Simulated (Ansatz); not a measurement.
## Effect of pressure 22.5 GPa on HgTe

The reference is HgTe in the zinc blende structure (space group F-43m, No. 216; a = 6.651 Å).

One thing is altered: cell and atoms relaxed at a pressure of 22.5 GPa.

All numbers come from Ansatz (an electronic-structure program) PBE, spin-orbit coupling left out, earlier PAW set. Γ-centred 12×12×12 mesh, Fermi–Dirac width 0.05 eV.

The volume per atom drops by 9.585 Å³ (36.77 Å³ → 27.19 Å³) and the density rises by 2.61 g/cm³, from 7.41 g/cm³ to 10.02 g/cm³. The lattice parameter a falls by 0.637 Å (6.651 Å → 6.014 Å) and the shortest interatomic distance falls by 0.276 Å to 2.604 Å. The enthalpy H = E + PV relative to the base's energy amounts to +4.31 eV/atom and the band gap is still zero.

Cost of the whole job for the changed cell (relaxation, final SCF and bands): around 18 core-seconds (rough).

Spin-orbit coupling, missing from the scalar runs, can matter with Hg and Te. Load acts through the strain it causes; cell and atoms are relaxed under it. Whether these cells are dynamically stable was not tested. Tetrahedral semiconductors of this kind turn to denser phases somewhere between about 1 and 50 GPa; those were not computed, so compressed cells here can lie past the real transition. The final runs are not spin-polarised. The zero or small gap of HgTe can change with the level of theory.
